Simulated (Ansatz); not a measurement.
Reference: Zr (P6_3/mmc), PBEsol, rigid bands (plane waves, PAW, scalar-relativistic; Ansatz, a first-principles code); geometry: cell and atoms relaxed with PBEsol.

Space group P6₃/mmc (No. 194); a = b = 3.189 Å, c = 5.108 Å, α = β = 90.00°, γ = 120.00°

```csv
atom,site,symmetry,x,y,z
Zr,2c,-6m2,0.3333,0.6667,0.2500
```

density of states at the Fermi level per atom: 1.00 states/eV
Drude plasma energy: 4.2 eV
root-mean-square Fermi velocity: 3.9 ×10⁵ m/s

### Question
Swap Zr for Hf, keeping the structure type. How do these values move?

### Answer
Hf (P6_3/mmc): volume per atom 22.5 to 21.6 Å³; density of states at the Fermi level per atom falls (1.00 states/eV to 0.69 states/eV); Drude plasma energy stays about the same (4.2 eV to 4.2 eV); root-mean-square Fermi velocity stays about the same (3.9 ×10⁵ m/s to 4.6 ×10⁵ m/s).

### Question
Replace Zr by Ti on the same sites and relax. What happens?

### Answer
Ti (P6_3/mmc): volume per atom 22.5 to 16.7 Å³; density of states at the Fermi level per atom stays about the same (1.00 states/eV to 0.91 states/eV); Drude plasma energy stays about the same (4.2 eV to 3.9 eV); root-mean-square Fermi velocity stays about the same (3.9 ×10⁵ m/s to 3.3 ×10⁵ m/s).

### Question
Swap Zr for Ru, keeping the structure type. How do these values move?

### Answer
Ru (P6_3/mmc): volume per atom 22.5 to 13.3 Å³; density of states at the Fermi level per atom falls (1.00 states/eV to 0.78 states/eV); Drude plasma energy rises (4.2 eV to 8.9 eV); root-mean-square Fermi velocity rises (3.9 ×10⁵ m/s to 7.2 ×10⁵ m/s).

Moves up to 19 % count as about the same. Metals at this level; values at 300 K, both spins, means over directions. As a rough test of the mesh, the Fermi surface's area from every second k point differs by up to 13 %. Spin-orbit coupling is left out.

The missing spin-orbit coupling matters most for Hf (P6_3/mmc).
